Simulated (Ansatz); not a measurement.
# Hypothetical NiAs type TlCl: pressure series

Start from TlCl in the NiAs type structure (space group P6_3/mmc, No. 194; a = 4.347 Å, c = 7.726 Å; a hypothetical phase, not in the database extracts checked).

Cell and atoms are relaxed at each pressure.

Level of theory: Ansatz (a quantum-chemistry and plane-wave program), PBEsol, PAW, cutoff 420 eV, no spin-orbit coupling.

Computed cases, in order: pressure −2 GPa; pressure −1 GPa; 0 GPa (base); pressure 0.9 GPa; pressure 2.1 GPa; pressure 4.5 GPa; pressure 15 GPa; pressure 22.5 GPa; pressure 30 GPa.

Task: Between which two neighbouring cases does the band gap open or close?

Result: Between pressure 4.5 GPa (0.93 eV) and pressure 15 GPa (zero). The whole series: pressure −2 GPa: 2.06 eV; pressure −1 GPa: 1.89 eV; 0 GPa (base): 1.77 eV; pressure 0.9 GPa: 1.72 eV; pressure 2.1 GPa: 1.54 eV; pressure 4.5 GPa: 0.93 eV; pressure 15 GPa: zero; pressure 22.5 GPa: zero; pressure 30 GPa: zero.

The mesh was chosen for an insulator and is coarse for the gapless case. From pressure 15 GPa on, the axis ratios lie over 15 % from the base's, so the cell there is far from its starting form. With Tl present, leaving out spin-orbit coupling can change the band edges. Load acts through the strain it causes; cell and atoms are relaxed under it. Whether these cells are dynamically stable was not tested. Competing high-pressure phases were not computed. All final runs are without spin polarisation. A zero or small gap of TlCl under pressure 15 GPa and TlCl under pressure 22.5 GPa can be the functional's error rather than a property of the material.
